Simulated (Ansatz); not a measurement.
**How far to go with the plane-wave cutoff: YZnCuP2 (P3m1, 5 atoms in the cell)**

```xyz
5
Lattice="3.9753 0.0000 0.0000 -1.9876 3.4427 0.0000 0.0000 0.0000 6.5642" Properties=species:S:1:pos:R:3 pbc="T T T"
Y      0.0000     2.2951     6.5127
Zn     0.0000     0.0000     2.4715
Cu     1.9876     1.1476     4.1979
P      1.9876     1.1476     1.6850
P      0.0000     0.0000     4.8755
```

Computed with LDA (PW92), default PAW files made with PBE (plane waves; Ansatz, an electronic-structure program).

Base settings: basis.ecutwfc = 420 eV; kpoints.mp_grid.grid = 7 7 4; hamiltonian.xc = lda; hamiltonian.pseudopotentials = {kind: paw} (the program's default PAW files); scf.occupations.method = gaussian; scf.occupations.width = 0.1 eV.

The second cell is the first with its lattice scaled by 0.98.

The mesh stays at the base's, so the ladder's end is converged at best in this setting alone.

The first pressure column holds Ansatz's estimate of the finite-basis (Pulay) stress, which hides part of the cutoff error; the other is without it.

Only quantities that move along the ladder and can be compared are tabulated.

The count of work is k-points × plane waves × bands × iterations; it is no time. 

The starting cell comes from a database of computed structures (which also holds hypothetical and non-ambient phases and stackings), without a prior relaxation at this level. Its lattice was rescaled by up to half a per cent. One atom was moved a little off its site on purpose. Spin polarisation is off. In the base run, with a pressure of about -7 GPa the cell is away from its equilibrium volume at this level.

Steps (basis.ecutwfc): 145 eV; 170 eV; 190 eV; 210 eV; 230 eV; 250 eV; 295 eV; 335 eV; 380 eV; 420 eV; 460 eV; 505 eV; 565 eV; 630 eV; 735 eV; 840 eV; 1010 eV.

Q: What is the coarsest basis.ecutwfc that holds the forces within 0.01 eV/Å of the last step, with all finer ones?

A: 380 eV, at 0.20 of the last step's count of work; the step before is off by 0.015 eV/Å.

Q: What is the coarsest basis.ecutwfc that holds the free energy within 2 meV/atom of the last step, with all finer ones?

A: 420 eV, at 0.23 of the last step's count of work; the step before is off by 3.2 meV/atom.

Q: What is the coarsest basis.ecutwfc that holds the pressure within 0.5 GPa of the last step, with all finer ones?

A: 295 eV, at 0.16 of the last step's count of work; the step before is off by 1.2 GPa.

```tsv
basis.ecutwfc	free energy less the last step's (meV/atom)	energy of the compressed cell less the first (meV/atom)	pressure (GPa)	pressure without the Pulay estimate (GPa)	largest difference of a force vector from the last step's (eV/Å)	count of work / last
145 eV	29341.05	34.05	-6.01	-875.42	0.339	0.076
170 eV	12602.11	116.46	-7.97	-430.37	0.567	0.10
190 eV	6537.52	-25.02	-7.05	-250.48	0.280	0.10
210 eV	3371.80	-53.66	-6.09	-147.96	0.155	0.12
230 eV	1688.47	-34.11	-5.51	-87.64	0.252	0.12
250 eV	812.05	-25.50	-6.02	-51.91	0.137	0.15
295 eV	127.84	-29.60	-6.99	-16.91	0.042	0.16
335 eV	20.33	-29.89	-7.20	-9.06	0.015	0.19
380 eV	3.21	-30.25	-7.24	-7.47	0.005	0.20
420 eV	1.34	-30.40	-7.26	-7.31	0.002	0.23
460 eV	0.81	-30.44	-7.26	-7.29	0.001	0.30
505 eV	0.51	-30.45	-7.27	-7.28	0.001	0.31
565 eV	0.32	-30.47	-7.27	-7.28	0.000	0.42
630 eV	0.17	-30.47	-7.27	-7.28	0.000	0.49
735 eV	0.05	-30.48	-7.27	-7.27	0.000	0.61
840 eV	0.03	-30.48	-7.27	-7.27	0.000	0.76
1010 eV	0.00	-30.48	-7.27	-7.27	0.000	1.0
```

The energy difference between the two cells stays within 1 meV/atom of the last step's from 295 eV on, the total only from 460 eV on: much of the error is common to both cells and cancels.

At the lowest cutoff the pressure without the Pulay estimate lies 868 GPa under the last step's, the usual sign of Pulay stress in an incomplete plane-wave basis.

Keys are those of Ansatz 0.2.
